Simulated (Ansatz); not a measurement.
Data:

```
CELL_PARAMETERS angstrom
      0.00000     2.90723     2.97419
      2.90723     0.00000     2.97419
      2.90723     2.90723     0.00000
ATOMIC_POSITIONS crystal
  In 0.00000 0.00000 0.00000
  P  0.25000 0.25000 0.25000
```

Level of theory: PBEsol with spin-orbit coupling, rigid bands (plane waves, PAW; Ansatz, a first-principles code). Condition of this run: biaxial stress xx = yy = 1 GPa (compression positive) (the target of the relaxation). Geometry: cell and atoms relaxed with PBEsol, then loaded as said.

Task: What conductivity effective mass do dilute holes have at 300 K?

Result: 0.43 (x), 0.43 (y), 0.58 (z) mₑ.

Task: Predict the electron conductivity mass (n e² τ/σ) at 300 K, by direction if it differs.

Result: 0.058 (x), 0.058 (y), 0.064 (z) mₑ.

Task: And the band gap?

Result: 0.56 eV at this level; semilocal functionals usually fall short of the measured gap.

Rigid bands, one relaxation time for all states, no polarons.
